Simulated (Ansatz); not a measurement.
Worked example: self-consistent single point of LaIn (Cm, 2 atoms in the cell) in Ansatz (an electronic-structure program).

Method: LDA (PW92), default PAW files made with PBE (plane waves; Ansatz).

```
CELL_PARAMETERS angstrom
      3.95408     0.00000     0.00000
      0.00000     3.95408     0.00000
      0.00000     0.00000     3.95408
ATOMIC_POSITIONS crystal
  La 0.50280 0.49724 0.50460
  In 0.99720 0.00276 0.99540
```

Reference input (self-consistent single point, DFT, PBEsol, plane waves, default PAW files made with PBE): kpoints.mp_grid.grid = 6 6 6; hamiltonian.xc = pbesol; hamiltonian.pseudopotentials = {kind: paw} (the program's default PAW files); scf.occupations.method = fermi_dirac; scf.occupations.width = 0.1 eV. This run's input differs from it in these lines:

Ansatz 0.2 input:
```diff
@@ -13,3 +13,3 @@
 hamiltonian:
-  xc: pbesol
+  xc: lda
   pseudopotentials:
```

Log, with long lists cut:

```
SCF iter   1: F=—  HF=-11534.331430 eV  |F-HF|=—  |Δ(HF+E_count)|=         —  Δρ=7.37e-3  dr2=2.15e-2  ethr=1.77e-3  ⟨swp⟩=4.1  Hψ=7690  notcnv=0
all-band conjugate gradients solve this SCF's bands
preconditioner: auto → Kerker (q_TF=auto, 2.330 Å⁻¹)
SCF iter   2: F=—  HF=-11534.323976 eV  |F-HF|=—  |Δ(HF+E_count)|=   7.45e-3  Δρ=3.17e-3  dr2=4.20e-3  ethr=8.94e-5  ⟨swp⟩=2.1  Hψ=4487  notcnv=0
SCF iter   3: F=—  HF=-11534.322743 eV  |F-HF|=—  |Δ(HF+E_count)|=   1.23e-3  Δρ=6.08e-4  dr2=3.31e-4  ethr=1.75e-5  ⟨swp⟩=3.0  Hψ=3566  notcnv=0
SCF iter   4: F=—  HF=-11534.322702 eV  |F-HF|=—  |Δ(HF+E_count)|=   4.03e-5  Δρ=1.22e-4  dr2=6.50e-6  ethr=1.38e-6  ⟨swp⟩=2.0  Hψ=2133  notcnv=0
SCF iter   5: F=—  HF=-11534.322702 eV  |F-HF|=—  |Δ(HF+E_count)|=   3.22e-7  Δρ=3.17e-5  dr2=7.69e-7  ethr=2.71e-8  ⟨swp⟩=2.0  Hψ=3062  notcnv=0
SCF iter   6: F=-11534.322702 eV  HF=-11534.322702 eV  |F-HF|=8.90e-9  |Δ(HF+E_count)|=   1.42e-7  Δρ=7.13e-6  dr2=3.47e-8  ethr=4.17e-10  ⟨swp⟩=7.0  Hψ=9161  notcnv=0
SCF 1 converged in 6 iterations: F = -11534.322702 eV  dr2 = 3.47e-8
Free energy (F): -11534.322702 eV
Internal energy: -11534.268845 eV  (E = F + TS)
E sigma→0 (E₀):  -11534.295774 eV
Entropy (-TS):   -0.053857 eV (-26.928 meV/atom)
Fermi energy:    10.641896 eV
--- Forces (eV/Å), atoms counted from 1 ---
  atom   1  La    -0.04014708     0.03961683    -0.06586999
  atom   2  In     0.04013812    -0.03960799     0.06585672
--- Stress (GPa, compression-positive) ---
       -3.711355      -0.008726       0.014490
       -0.008726      -3.711304      -0.014299
        0.014490      -0.014299      -3.714564
  P = ⅓ Tr σ = -3.7124 GPa (-37.124 kbar)
  The stress holds the Pulay correction. Without it, at fixed plane waves, as pw.x and ABINIT print it: P = -3.7226 GPa
```

The run converged in 6 iterations. Against the reference run the pressure goes from -2.12 to -3.71 GPa and the largest force goes from 0.098 to 0.087 eV/Å.

The starting cell comes from a database of computed structures (which also holds hypothetical and non-ambient phases and stackings), without a prior relaxation at this level. Its atoms were displaced at random from the sites of space group no. 221. With a pressure of about -4 GPa the cell is away from its equilibrium volume at this level. Ansatz's pressure includes its estimate of the finite-basis (Pulay) stress.
